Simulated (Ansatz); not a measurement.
Checking a run of Ansatz (a first-principles code) on LaN (R3m, 2 atoms in the cell). The aim is a self-consistent single point with DFT, PBE, plane waves, default PAW files.

Cell that was meant: a = 3.7349 Å, b = 3.7349 Å, c = 3.7349 Å, α = 57.94°, β = 57.94°, γ = 57.94°.

Part of the input:

Ansatz 0.2 input:
```yaml
    - { symbol: La, position: [0.762400, 0.762400, 0.762400] }
    - { symbol: N, position: [0.237600, 0.237600, 0.237600] }
basis:
  ecutwfc: 30
kpoints:
  mp_grid: { grid: [8, 8, 8] }
hamiltonian:
```

Log, with long lists cut:

```
   [... lines left out ...]
Symmetry: 6 space group operations
Space group: R3m (ITA 160), of the structure as read, at distance tolerance 3.3e-5 Å
k-points: 65 of 512 (time reversal used)
Initial density: superposition of atomic densities (neutral atoms: chi_scale 0, normalization atom), corrected by the library's trained network
Initial wavefunctions: pseudopotential atomic-orbital guess
Eigensolver: davidson
Functional: x = pbe(κ = 0.804, μ = 0.2195149727645171), c = pbe(β = 0.06672455060314922)
SCF iter   1: F=—  HF=-6539.002925 eV  |F-HF|=—  |Δ(HF+E_count)|=         —  Δρ=4.47e-1  dr2=8.18e1  ethr=1.77e-3  ⟨swp⟩=1.0  Hψ=863  notcnv=0
all-band conjugate gradients solve this SCF's bands
preconditioner: auto → LDOS
SCF iter   2: F=—  HF=-6491.972580 eV  |F-HF|=—  |Δ(HF+E_count)|=    4.70e1  Δρ=9.71e-2  dr2=5.36e0  ethr=1.77e-3  ⟨swp⟩=1.0  Hψ=863  notcnv=0
   [... lines left out ...]
SCF iter   4: F=—  HF=-6489.062590 eV  |F-HF|=—  |Δ(HF+E_count)|=   2.18e-2  Δρ=1.60e-3  dr2=1.58e-3  ethr=5.19e-4  ⟨swp⟩=1.2  Hψ=809  notcnv=0
SCF iter   5: F=—  HF=-6489.061982 eV  |F-HF|=—  |Δ(HF+E_count)|=   6.08e-4  Δρ=2.24e-4  dr2=1.63e-5  ethr=9.90e-6  ⟨swp⟩=1.8  Hψ=852  notcnv=0
SCF iter   6: F=—  HF=-6489.056411 eV  |F-HF|=—  |Δ(HF+E_count)|=   5.57e-3  Δρ=2.80e-5  dr2=2.39e-7  ethr=1.02e-7  ⟨swp⟩=1.7  Hψ=878  notcnv=0
SCF iter   7: F=-6489.056411 eV  HF=-6489.056411 eV  |F-HF|=9.63e-10  |Δ(HF+E_count)|=   7.29e-8  Δρ=2.05e-6  dr2=1.92e-9  ethr=6.25e-10  ⟨swp⟩=2.4  Hψ=1558  notcnv=0
SCF 1 converged in 7 iterations: F = -6489.056411 eV  dr2 = 1.92e-9
Free energy (F): -6489.056411 eV
Internal energy: -6489.033422 eV  (E = F + TS)
E sigma→0 (E₀):  -6489.044916 eV
Entropy (-TS):   -0.022989 eV (-11.495 meV/atom)
Fermi energy:    20.371151 eV
--- Forces (eV/Å), atoms counted from 1 ---
  atom   1  La     0.00000000    -0.00000000    -9.75510524
  atom   2  N     -0.00000000     0.00000000     9.75519569
--- Stress (GPa, compression-positive) ---
     -588.768886      -0.000000       0.000000
       -0.000000    -588.768886      -0.000000
        0.000000      -0.000000    -601.294453
  P = ⅓ Tr σ = -592.9441 GPa (-5929.441 kbar)
  The stress holds no Pulay correction (an occupied level lies too near the plane-wave cutoff): it is that at fixed plane waves, as pw.x and ABINIT print it
```

Task: Can these results be used? Check the input.

Result: The run is not sound. The fault is this: a cutoff meant in Ry typed as a bare number, read as eV. A bare number is read in the key's own unit, and eV, Ry (13.6 eV) and Ha (27.2 eV) lie far apart, so the setting ends up far from the one that was meant. To fix it, convert the value to the unit that the key expects. The run converged in 7 iterations without an error; against the sound input the free energy goes up by 73.8 eV/atom, the pressure goes from 9.63 to -592.9 GPa and the largest force goes from 0.078 to 9.755 eV/Å.

An input that runs soundly differs in these lines (not the only fix; some lines may just follow from the change or write a value another way):
```diff
-  ecutwfc: 30
+  ecutwfc: 30.9 Ry
```

With that input, the run converged in 6 iterations: free energy E − TS (on the zero of these files) -6636.5771 eV; gap on the k-point mesh 0.49 eV; pressure 9.63 GPa; largest force (vector length) 0.078 eV/Å (DFT, PBE, plane waves, default PAW files).

On the sound input: the starting cell was generated: these elements placed on a structure prototype, without a prior relaxation; it need not be a known phase or ordering of this composition. With a pressure of about 10 GPa the cell is away from its equilibrium volume at this level. Ansatz's pressure includes its estimate of the finite-basis (Pulay) stress.
